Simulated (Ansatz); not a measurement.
A set of cells, compared by their band gap.

Cell A: SnTe (rock salt, Fm-3m), 2 atoms in the cell, k-point mesh 10×10×10 on the run's own vectors.
SnTe is modelled in the cubic space group Fm-3m (No. 225), the rock salt structure, Pearson symbol cF8. Lattice parameters: a = b = c = 6.4100 Å, α = β = γ = 90.00°. Sn on 4a is coordinated by 6 Te at 3.205 Å (octahedral). Te on 4b is coordinated by 6 Sn at 3.205 Å (octahedral). (Neighbours: up to the widest gap in distance over summed covalent radii, below 1.35, at either atom; cation-cation and far metal-metal contacts left out.)
(The calculation used a cell of 2 atoms; values per cell refer to that cell.)

Cell B: PbTe (rock salt, Fm-3m), 2 atoms in the cell, k-point mesh 10×10×10 on the run's own vectors.
```cif
data_PbTe
_chemical_formula_sum 'Te1 Pb1'
_space_group_name_H-M_alt 'P 1'
_space_group_IT_number 1
_cell_length_a 4.64528
_cell_length_b 4.64528
_cell_length_c 4.64528
_cell_angle_alpha 60.000
_cell_angle_beta 60.000
_cell_angle_gamma 60.000
loop_
_space_group_symop_operation_xyz
  'x, y, z'
loop_
_atom_site_label
_atom_site_type_symbol
_atom_site_fract_x
_atom_site_fract_y
_atom_site_fract_z
_atom_site_occupancy
Te1 Te 0.00000 0.00000 0.00000 1
Pb1 Pb 0.50000 0.50000 0.50000 1
```

Plane-wave PAW calculations with Ansatz (a quantum-chemistry and plane-wave program), its default PAW set, cutoff 420 eV. The structures are at rest with PBE. Neutral cells; Fermi-Dirac smearing of at most 0.05 eV in the solids, energies taken to zero width. Spin-orbit coupling is left out. A dispersion term ran beside these levels; it doesn't touch the electrons. Gaps are highest filled to lowest empty Kohn-Sham level on the run's k-point mesh, states of defects and surfaces included; edges off the mesh make the true gap smaller, and under 0.08 eV counts as none.

Task: Give the band gap (eV) at the level PBE, cell by cell.

Result: 
| system | PBE |
|---|---|
| A | none |
| B | 0.83 (direct) |

With PBE the value of B exceeds that of A by 0.83 eV.
